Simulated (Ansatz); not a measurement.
Se (model structure, started from the diamond type, Fd-3m, No. 227, 2 atoms in the cell)

Level of theory: r²SCAN (plane waves, PAW; Ansatz, a program for electronic structure).

Numerical settings: plane-wave cutoff 560 eV, 18×18×18 k mesh, Fermi–Dirac smearing 0.05 eV, scalar-relativistic PAW data made under PBE.

Cell (relaxed at this level):

```
Se
1.0
    0.00000     3.14454     3.14454
    3.14454     0.00000     3.14454
    3.14454     3.14454     0.00000
Se
2
Direct
  0.25000   0.25000   0.25000
  0.00000   0.00000   0.00000
```

| Item | Value |
|---|---|
| band gap | zero (no gap) |
| bulk modulus | 42.0 GPa |

Note: the bulk modulus is −V dP/dV from two relaxed cells at ±2 % in volume; the relaxation could raise the start's symmetry but not lower it, so the cell can be a saddle point.

Spin–orbit coupling is not included.

Static lattice: no zero-point or thermal effects.

Computing time: around 2.5 core-minutes (rough).

A model structure was made by putting elements into a prototype or built by hand; it is no filed structure, need not be a known phase, and can be a saddle point held by its symmetry.
